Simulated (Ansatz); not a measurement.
## Au: energy against strain

Au (fcc, Fm-3m, 17.016 Å³/atom at rest) under an equal strain ε in the (001) plane with the normal axis free, as in a coherent film. PBEsol in Ansatz, a plane-wave DFT program (PAW, default set), 420 eV, 28×28×28 Γ-centred mesh, Fermi-Dirac smearing 0.10 eV; ions are relaxed within the symmetry of each cell.

Here s stands for strain and y for E less E0.

```csv
strain (%),E less E0 (meV/atom)
-1.50,2.45
-1.00,1.08
-0.50,0.27
0.00,0.00
0.50,0.26
1.00,0.96
1.50,1.96
3.00,?
```

The 7 complete rows are fitted with a parabola, y against s. Least squares gives y = 0.023 - 0.1229·s + 0.9743·s². Residuals (row less fit): 0.050, -0.040, -0.058, -0.023, 0.055, 0.086, -0.071; standard error 0.077 (degrees of freedom: 4). Twice the quadratic coefficient over the volume, 2 × 0.9743 meV × 10⁴ × 0.1602 / 17.016 Å³, is twice the biaxial elastic modulus of this plane = 183 ± 6 GPa.

Predict the withheld y at s = 3.00 from the fit, and compare with the calculation.

y = 0.023 - 0.1229 × 3.0 + 0.9743 × 3.0² = 8.423 meV/atom. The calculation gives 5.38 meV/atom, 3.043 meV/atom below the prediction (56.6 % of the range of y in the table). The row lies outside the fitted rows, so this is an extrapolation. From the scatter of the fitted rows alone, a prediction at this place has a standard error of 0.293 meV/atom, so the miss is 10.4 times that.

One order more, fitted to all 13 runs of the series, follows each within 0.13, so the miss is the next term of a smooth law. In a metal these values are sensitive to mesh and smearing; energies are taken to zero smearing, stresses follow the free energy. Rows are the converged runs of the series near zero and its far end; series whose fitted rows scatter by over a few per cent of the range, as at a crossing or softening among them, aren't shown in this form. Most that stay on the fit to the last digits aren't either.
